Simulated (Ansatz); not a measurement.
**Hypothetical fluorite ZnBr2: response to strain**

Take ZnBr2 in the fluorite structure (space group Fm-3m, No. 225; a = 6.6915 Å; a hypothetical phase, not in the database extracts checked) as the base.

Strains are applied to the cell and any free atomic positions relax.

Method: r2SCAN/PAW in Ansatz (a quantum-chemistry and plane-wave program), no SOC.

Computed cases, in order: isotropic strain −1.16 %; the unstrained base; isotropic strain +0.41 %; isotropic strain +3.13 %; isotropic strain +5.01 %.

Task: Between which two neighbouring cases does the band gap open or close?

Result: Between isotropic strain +0.41 % (0.17 eV) and isotropic strain +3.13 % (zero). The whole series: isotropic strain −1.16 %: 0.28 eV; the unstrained base: 0.19 eV; isotropic strain +0.41 %: 0.17 eV; isotropic strain +3.13 %: zero; isotropic strain +5.01 %: zero.

A case with no gap was solved on a k-mesh chosen for an insulator, which is coarse for it. Whether these cells are dynamically stable was not tested. The final runs are not spin-polarised. The zero or small gap of ZnBr2 can change with the level of theory.
